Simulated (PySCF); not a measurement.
PySCF 2.14.0, HF/cc-pvtz, df: O[C@@]1([SiH3])[SiH2]C=C[C@H]1[SiH3], 20 atoms. The geometry is a generated start, not checked to be a minimum at this level.

task: energy
method: hf
basis: cc-pvtz
two-electron scheme: density fitting
mf.init_guess: minao (default)
mf.DIIS: CDIIS (default)
mf.diis_space: 8 (default)
mf.conv_tol: 1e-09 (default)
basis functions: 420

On 4 threads, 1 BLAS thread. Build: conda-forge: OpenMP (GNU), OpenBLAS with its own threads, libcint, Libxc. Each setting ran once; only counts and results are compared.

Values of mol.max_memory tried: 8000 MB, 4000 MB, 2000 MB, 1000 MB, 500 MB, 300 MB, 200 MB.

Q: What happens as the memory setting falls?

A: It runs down to 200 MB, the lowest tried, with the same result. At 8000 MB: fitted integrals in memory. From 1000 MB down: fitted integrals in a file.

```tsv
mol.max_memory	path	peak memory
8000 MB	fitted integrals in memory	1.6 GiB
4000 MB	fitted integrals in memory	1.6 GiB
2000 MB	fitted integrals in memory	1.2 GiB
1000 MB	fitted integrals in a file	0.52 GiB
500 MB	fitted integrals in a file	0.31 GiB
300 MB	fitted integrals in a file	0.22 GiB
200 MB	fitted integrals in a file	0.20 GiB
```

Peak memory is the kernel's count for the largest process, libraries included and scratch files not. The peak passes the setting at 200 MB: it is no hard cap.
